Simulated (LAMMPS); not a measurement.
Consider a melt made from ZnSe (zinc blende) with 25 % of Se sites S, 4096 atoms, at 1760 K and 0 GPa, brought to that temperature within a few picoseconds in molecular dynamics.

Level of theory: classical MD, pair style sw, file CdTeZnSeHgS0.sw, run in LAMMPS.

Task: What does the simulation give for the first peak of g(r), S-Zn, the first peak of g(r), Se-Zn, the density, the coordination number of Zn by Se, the coordination number of S by Zn?

Result: first peak of g(r), S-Zn: 2.45 Å, height 6.1; first peak of g(r), Se-Zn: 2.56 Å, height 4.5; density: 4.483 ± 0.002 g/cm³; coordination number of Zn by Se: 2.90 (counted to 3.34 Å); coordination number of S by Zn: 4.32 (counted to 3.26 Å).

Caution: a run this short can hold a crystal over, or a liquid under, the potential's melting point.
